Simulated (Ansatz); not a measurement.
PBE against PBEsol: CdTe, Te → Se

Base system: CdTe in the zinc blende structure (space group F-43m, No. 216; a = 6.619 Å).

(Cell as relaxed with PBE.)

Levels (all Ansatz, a quantum-chemistry and plane-wave program, PAW, earlier PAW set): PBE (420 eV, no SOC); PBEsol (420 eV, spin-orbit coupling left out).

Each level relaxes its own structure.

```json
[
 {"base": "volume per atom", "PBE": "36.24 Å³", "PBEsol": "34.16 Å³"},
 {"base": "lattice parameter a", "PBE": "6.619 Å", "PBEsol": "6.490 Å"},
 {"base": "band gap", "PBE": "0.58 eV", "PBEsol": "0.65 eV"}
]
```

Now apply this change: Se takes the place of Te on all its sites; the structure is relaxed again.

| quantity | PBE | PBEsol |
|---|---|---|
| band gap | 0.49 eV | ___ |
| hole mass (degenerate bands, along [100]) | 0.054, 0.73, 0.73 mₑ (at Γ) | ___ |
| electron mass | 0.052 mₑ (at Γ) | ___ |

Question: Given the PBE results, estimate those of PBEsol.

Answer: 
- band gap, PBEsol: 0.48 eV
- hole mass (degenerate bands, along [100]), PBEsol: 0.050, 0.66, 0.66 mₑ (at Γ)
- electron mass, PBEsol: 0.049 mₑ (at Γ)

PBE's band gap lies 0.01 eV above PBEsol's. Neither level is exact; PBEsol is the comparison here, not a measurement.

With Te present, leaving out spin-orbit coupling can change the band edges. Masses are band curvatures over ±0.01 Å⁻¹ around the edge. Stability against distortions was not tested.
